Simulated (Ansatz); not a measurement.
**A computed series for Ag: response to strain**

Start from Ag in the fcc (Cu type) structure (space group Fm-3m, No. 225; a = 4.0538 Å; relaxed with 0.1 eV smearing). Axes: x, y, z lie along the cube axes.

Strains are applied to the cell and any free atomic positions relax; under biaxial strain the out-of-plane vector relaxes too.

The values are results of PBEsol, PAW, 420 eV (Ansatz, an electronic-structure program; no spin-orbit coupling), not measurements.

Notes on the quantities. pressure: mean of the normal stresses, compression positive; energy relative to the base: free energy F.

```json
[
 {"case": "base", "volume per atom": "16.65 Å³", "pressure": "0.0 GPa", "energy relative to the base": "0 meV/atom"},
 {"case": "biaxial strain −3.00 %, plane normal [001], relaxed out of plane", "volume per atom": "16.34 Å³", "pressure": "2.7 GPa", "energy relative to the base": "+11 meV/atom"},
 {"case": "biaxial strain −2.50 %, plane normal [001], relaxed out of plane", "volume per atom": "16.40 Å³", "pressure": "2.1 GPa", "energy relative to the base": "+7.7 meV/atom"},
 {"case": "biaxial strain −2.00 %, plane normal [001], relaxed out of plane", "volume per atom": "16.45 Å³", "pressure": "1.6 GPa", "energy relative to the base": "+4.8 meV/atom"},
 {"case": "biaxial strain −1.50 %, plane normal [001], relaxed out of plane", "volume per atom": "16.51 Å³", "pressure": "1.2 GPa", "energy relative to the base": "+2.6 meV/atom"},
 {"case": "biaxial strain −1.00 %, plane normal [001], relaxed out of plane", "volume per atom": "16.56 Å³", "pressure": "0.7 GPa", "energy relative to the base": "+1.1 meV/atom"},
 {"case": "biaxial strain +0.50 %, plane normal [001], relaxed out of plane", "volume per atom": "16.70 Å³", "pressure": "-0.3 GPa", "energy relative to the base": "+0.2 meV/atom"},
 {"case": "biaxial strain +1.00 %, plane normal [001], relaxed out of plane", "volume per atom": "16.74 Å³", "pressure": "-0.6 GPa", "energy relative to the base": "+0.9 meV/atom"},
 {"case": "biaxial strain +2.00 %, plane normal [001], relaxed out of plane", "volume per atom": "16.81 Å³", "pressure": "-1.0 GPa", "energy relative to the base": "+3.3 meV/atom"},
 {"case": "biaxial strain +2.50 %, plane normal [001], relaxed out of plane", "volume per atom": "16.84 Å³", "pressure": "-1.1 GPa", "energy relative to the base": "+5.0 meV/atom"}
]
```

No phonon test of stability was made.
